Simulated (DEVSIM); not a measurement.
System: Pd/SiO2/p-Si capacitor, at 300 K.

Layer 1 from the left is SiO2, thickness (nm) 1.10. Layer 2 from the left is Si, thickness (nm) 850, Na (cm⁻³) 4.6e17.

Metal gate on the left, work function 5.2 eV. Fixed charge at the semiconductor interface 0 cm⁻² (in units of +e); no interface traps.

Constants are typed, rounded textbook-type inputs, not results; the design itself was drawn at random and stands for no fabricated device. Values at 300 K.

SiO2: gap (eV) 9, affinity (eV) 0.9, permittivity 3.9. Si: gap (eV) 1.124, affinity (eV) 4.05, permittivity 11.7, Nc (cm⁻³) 2.86e19, Nv (cm⁻³) 3.1e19.

**Question.** Estimate by hand the flat-band voltage, the threshold voltage, and compare with a numerical solution.

**Answer.** 
- Flat-band voltage: C = 3.14 μF/cm², work-function difference 0.135 V; VFB = φms − qNf/C = 0.13 V; numerical 0.13 V.
- Threshold voltage: φF = 0.454 V, depletion charge √(4εqNφF) = 3.72e-7 C/cm²; VT = VFB + 2φF + Qd/C = 1.16 V; numerical 1.16 V.

Simulated with DEVSIM: 1D Poisson equation in equilibrium, Boltzmann statistics, complete ionisation; no quantum confinement or tunnelling. Metal contacts follow the ideal Schottky-Mott rule: no Fermi-level pinning, no interface dipoles.
